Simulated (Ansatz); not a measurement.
**A series of runs on NaLu3 (I4/mmm, 4 atoms in the cell)**

Space group I4/mmm (No. 139); a = b = 4.8113 Å, c = 10.4564 Å, α = β = γ = 90.00°

```csv
atom,site,symmetry,x,y,z
Na,2a,4/mmm,0.0000,0.0000,0.0000
Lu,4d,-4m2,0.0000,0.5000,0.2500
Lu,2b,4/mmm,0.0000,0.0000,0.5000
```
(The calculation used a cell of 4 atoms; values per cell refer to that cell.)

Base run A: PBEsol, default PAW files made with PBE (Ansatz, a quantum-chemistry and plane-wave program), self-consistent single point.

Its settings: basis.ecutwfc = 420 eV; kpoints.mp_grid.grid = 10 10 10; hamiltonian.xc = pbesol; hamiltonian.pseudopotentials = {kind: paw} (the program's default PAW files); scf.occupations.method = fermi_dirac; scf.occupations.width = 0.05 eV.

The starting cell comes from a database of computed structures (which also holds hypothetical and non-ambient phases and stackings), without a prior relaxation at this level. Ansatz's pressure includes its estimate of the finite-basis (Pulay) stress.

| run | change | pressure (GPa) |
|---|---|---|
| A | base | -2.12 |
| B | magnetization.noncollinear: default → true; magnetization.spin_orbit: default → true [PBEsol with spin-orbit coupling] | -2.26 |
| C | hamiltonian.pseudopotentials: {kind: paw} (the program's default PAW files) → {kind: paw_fr}; magnetization.noncollinear: default → true; magnetization.spin_orbit: default → false | -2.12 |
| D | hamiltonian.xc: pbesol → lda; magnetization.noncollinear: default → true; magnetization.spin_orbit: default → true [LDA (PW92) with spin-orbit coupling] | -4.31 |

Run B against A: The pressure goes from -2.12 to -2.26 GPa.

Run D against A: The pressure goes from -2.12 to -4.31 GPa.

Keys are those of Ansatz 0.2.
